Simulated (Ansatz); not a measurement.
Base system: Gd in the hcp (Mg type) structure (space group P6_3/mmc, No. 194; ferromagnetic).

```
CELL_PARAMETERS angstrom
      3.64835     0.00000     0.00000
     -1.82418     3.15957     0.00000
      0.00000     0.00000     5.83480
ATOMIC_POSITIONS crystal
  Gd 0.33333 0.66667 0.75000
  Gd 0.66667 0.33333 0.25000
```

Computed with plane-wave PAW DFT at the PBE level (Ansatz, an electronic-structure program, 420 eV), no spin-orbit coupling.

Base values:

```
Property                         Value
-----------------------------  -------
Shortest interatomic distance  3.598 Å
```

It is then changed as follows: the non-magnetic state is imposed and the cell is relaxed again.

What does the calculation give for the energy relative to the base after the change?

The energy increases by 7.39 eV/atom (to 0.01 eV only: unlike meshes or grids).

What does the calculation give for the shortest interatomic distance after the change?

The shortest interatomic distance shrinks by 0.232 Å (3.598 Å → 3.366 Å).

Other magnetic orders, which the real material may have, were not ruled out. The state of the 4f shell was not checked for lower solutions. No phonon test of stability was made. Spin-polarised in the final run: base; the other runs are not.
